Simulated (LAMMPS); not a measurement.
Consider a melt of Al (fcc), 2048 atoms, cooled from 1400 K to 300 K at 1e+13 K/s, at zero pressure in molecular dynamics.

Computed with classical MD, pair style eam/fs, file Al_mm.eam.fs (LAMMPS).

Question: What does the simulation give for the first peak of g(r), the energy above the crystal at 0 K, the enthalpy per atom, the density?

Answer: first peak of g(r): 2.83 Å, height 4.2; energy above the crystal at 0 K: 0.081 eV/atom; enthalpy per atom: -3.247 eV (one sample); density: 2.54 g/cm³ (one sample).
